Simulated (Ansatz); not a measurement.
Results of LDA in Ansatz (PAW) for InGaP₂ (R3m, No. 160, 4 atoms in the cell; start mp-1223642).

Settings: plane-wave cutoff 520 eV, 10×10×10 k mesh, Fermi–Dirac smearing 0.01 eV, scalar-relativistic PAW data made under PBE.

Cell (relaxed at this level):

```cif
data_Ga3In3P6
_chemical_formula_sum 'In3 Ga3 P6'
_space_group_name_H-M_alt 'R3m :H'
_space_group_IT_number 160
_space_group_name_Hall 'R 3 -2"'
_cell_length_a 3.96362
_cell_length_b 3.96362
_cell_length_c 19.51350
_cell_angle_alpha 90.000
_cell_angle_beta 90.000
_cell_angle_gamma 120.000
loop_
_atom_site_label
_atom_site_type_symbol
_atom_site_symmetry_multiplicity
_atom_site_Wyckoff_symbol
_atom_site_fract_x
_atom_site_fract_y
_atom_site_fract_z
_atom_site_occupancy
In1 In 3 a 0.00000 0.00000 0.50076 1
Ga1 Ga 3 a 0.00000 0.00000 0.00002 1
P1 P 3 a 0.00000 0.00000 0.11931 1
P2 P 3 a 0.00000 0.00000 0.62990 1
```
(The calculation used a cell of 4 atoms; values per cell refer to that cell.)

Question: Give the computed band gap and bulk modulus.

Answer: 
band gap: 0.68 eV (on the SCF k mesh)
bulk modulus: 78.1 GPa

Note: the relaxation could not lower the start's symmetry, so the cell can be a saddle point above a distorted one; the bulk modulus is −V dP/dV from two relaxed cells at ±2 % in volume.

Spin–orbit coupling is not included.

The result took very roughly 4 core-minutes.

A start named mp-… is a Materials Project structure, which need not be a measured phase.

Ansatz is a quantum-chemistry and plane-wave program.
